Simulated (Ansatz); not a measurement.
**Thickness series in hypothetical fluorite TaGe2**

Start from TaGe2 in the fluorite structure (space group Fm-3m, No. 225; a = 6.230 Å; a hypothetical phase, not in the database extracts checked). Axes: x, y, z lie along the cube axes.

Free-standing slabs (3 atom(s) a layer) normal to [111] with 15 Å of vacuum; in-plane cell held at bulk.

Method: r2SCAN, PAW, 500 eV (Ansatz, a program for electronic structure; no spin-orbit coupling).

```tsv
change	shortest interatomic distance	thickness between the outermost nuclei	change of the spacing d23 from its bulk value of 0.899 Å
base	2.698 Å	–	–
1 layer	2.715 Å	1.90 Å	–
2 layers	2.621 Å	5.41 Å	+64.6 %
3 layers	2.624 Å	9.31 Å	+52.5 %
4 layers	2.545 Å	12.16 Å	+57.0 %
5 layers	[?]	15.93 Å	[?]
6 layers	2.549 Å	18.78 Å	+57.1 %
```

Question: What belongs in the blanks?

Answer: 
- 5 layers, shortest interatomic distance: 2.566 Å
- 5 layers, change of the spacing d23 from its bulk value of 0.899 Å: +55.3 %

No phonon test of stability was made. All final runs are without spin polarisation. An odd electron count without spin: TaGe2. TaGe2 has a high density of states at the Fermi level and may be magnetic at this level.
